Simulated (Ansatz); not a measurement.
Electronic density of states of amorphous tantalum oxide (Ta16O39), density 7.57 g/cm³, on a 2×2×2 Γ-centred mesh with a Gaussian width of 0.1 eV; energies count from the Fermi level, whose place inside the gap is arbitrary. Cell and mesh are small, so fine structure isn't converged. Calculation: PBE, scalar-relativistic without spin-orbit coupling (plane waves to 420 eV, PAW; Ansatz, a first-principles code). Sampling: a 2×2×2 Γ-centred mesh; Fermi-Dirac width 0.02 eV; no spin polarisation. The usual formal charges leave 2 electrons over, so the level spacing at the Fermi energy parts defect or band states and needn't be the band gap.

The cell was made by melting and quenching with the CHGNet potential and then relaxed with DFT. O atoms were pushed apart under 1.9 Å during the dynamics, to hinder bonds among them. The hot cell started wider than the set density and was brought back towards it in steps. It is the lowest in DFT energy of 2 quenches. It is a model cell: composition and starting density were chosen by hand, and all elements were melted together. No dispersion term was used. A short ab initio anneal came between quench and relaxation. Its density started from a set value of 7.57 and ended at 7.57 g/cm³. The quench (nominally 95 K/ps over its main leg) was far faster than any real one, so the model tends to hold more defects than a real film. One small periodic cell is one sample of the glass; other quenches scatter about these values. The volume was held where the preparation left it and the shape relaxed, at a PBE pressure of 3.5 GPa. Stress components on the final sampling reach 3.6 GPa. On a 2×2×2 Γ-centred mesh force components of up to 0.30 eV/Å stay, since the relaxation ran on the zone centre alone.

| E - EF (eV) | states/(eV atom) |
|---|---|
| -12.00 | 0.00 |
| -11.90 | 0.00 |
| -11.80 | 0.00 |
| -11.70 | 0.00 |
| -11.60 | 0.00 |
| -11.50 | 0.00 |
| -11.40 | 0.00 |
| -11.30 | 0.00 |
| -11.20 | 0.00 |
| -11.10 | 0.00 |
| -11.00 | 0.00 |
| -10.90 | 0.00 |
| -10.80 | 0.00 |
| -10.70 | 0.00 |
| -10.60 | 0.00 |
| -10.50 | 0.00 |
| -10.40 | 0.00 |
| -10.30 | 0.00 |
| -10.20 | 0.00 |
| -10.10 | 0.00 |
| -10.00 | 0.00 |
| -9.90 | 0.00 |
| -9.80 | 0.00 |
| -9.70 | 0.00 |
| -9.60 | 0.00 |
| -9.50 | 0.00 |
| -9.40 | 0.00 |
| -9.30 | 0.00 |
| -9.20 | 0.00 |
| -9.10 | 0.00 |
| -9.00 | 0.00 |
| -8.90 | 0.02 |
| -8.80 | 0.15 |
| -8.70 | 0.37 |
| -8.60 | 0.39 |
| -8.50 | 0.48 |
| -8.40 | 0.62 |
| -8.30 | 0.60 |
| -8.20 | 0.57 |
| -8.10 | 0.64 |
| -8.00 | 0.74 |
| -7.90 | 0.78 |
| -7.80 | 0.84 |
| -7.70 | 0.84 |
| -7.60 | 0.73 |
| -7.50 | 0.74 |
| -7.40 | 0.78 |
| -7.30 | 0.83 |
| -7.20 | 0.83 |
| -7.10 | 0.83 |
| -7.00 | 0.72 |
| -6.90 | 0.68 |
| -6.80 | 0.68 |
| -6.70 | 0.69 |
| -6.60 | 0.79 |
| -6.50 | 0.73 |
| -6.40 | 0.72 |
| -6.30 | 0.73 |
| -6.20 | 0.67 |
| -6.10 | 0.69 |
| -6.00 | 0.75 |
| -5.90 | 0.77 |
| -5.80 | 0.75 |
| -5.70 | 0.80 |
| -5.60 | 0.78 |
| -5.50 | 0.80 |
| -5.40 | 0.81 |
| -5.30 | 0.82 |
| -5.20 | 0.84 |
| -5.10 | 0.85 |
| -5.00 | 0.89 |
| -4.90 | 0.90 |
| -4.80 | 0.86 |
| -4.70 | 0.81 |
| -4.60 | 0.83 |
| -4.50 | 0.91 |
| -4.40 | 0.95 |
| -4.30 | 0.89 |
| -4.20 | 0.90 |
| -4.10 | 0.95 |
| -4.00 | 0.96 |
| -3.90 | 0.98 |
| -3.80 | 0.92 |
| -3.70 | 0.82 |
| -3.60 | 0.70 |
| -3.50 | 0.62 |
| -3.40 | 0.62 |
| -3.30 | 0.47 |
| -3.20 | 0.38 |
| -3.10 | 0.29 |
| -3.00 | 0.06 |
| -2.90 | 0.00 |
| -2.80 | 0.00 |
| -2.70 | 0.00 |
| -2.60 | 0.00 |
| -2.50 | 0.00 |
| -2.40 | 0.00 |
| -2.30 | 0.00 |
| -2.20 | 0.00 |
| -2.10 | 0.00 |
| -2.00 | 0.00 |
| -1.90 | 0.00 |
| -1.80 | 0.00 |
| -1.70 | 0.00 |
| -1.60 | 0.00 |
| -1.50 | 0.00 |
| -1.40 | 0.00 |
| -1.30 | 0.00 |
| -1.20 | 0.00 |
| -1.10 | 0.00 |
| -1.00 | 0.00 |
| -0.90 | 0.00 |
| -0.80 | 0.00 |
| -0.70 | 0.00 |
| -0.60 | 0.00 |
| -0.50 | 0.00 |
| -0.40 | 0.03 |
| -0.30 | 0.15 |
| -0.20 | 0.15 |
| -0.10 | 0.03 |
| 0.00 | 0.00 |
| 0.10 | 0.03 |
| 0.20 | 0.18 |
| 0.30 | 0.34 |
| 0.40 | 0.39 |
| 0.50 | 0.45 |
| 0.60 | 0.44 |
| 0.70 | 0.44 |
| 0.80 | 0.45 |
| 0.90 | 0.46 |
| 1.00 | 0.53 |
| 1.10 | 0.54 |
| 1.20 | 0.48 |
| 1.30 | 0.51 |
| 1.40 | 0.54 |
| 1.50 | 0.54 |
| 1.60 | 0.60 |
| 1.70 | 0.64 |
| 1.80 | 0.59 |
| 1.90 | 0.53 |
| 2.00 | 0.55 |
| 2.10 | 0.56 |
| 2.20 | 0.59 |
| 2.30 | 0.56 |
| 2.40 | 0.55 |

The level spacing at the Fermi energy on this mesh is 0.42 eV; the broadening fills part of it in the curve.
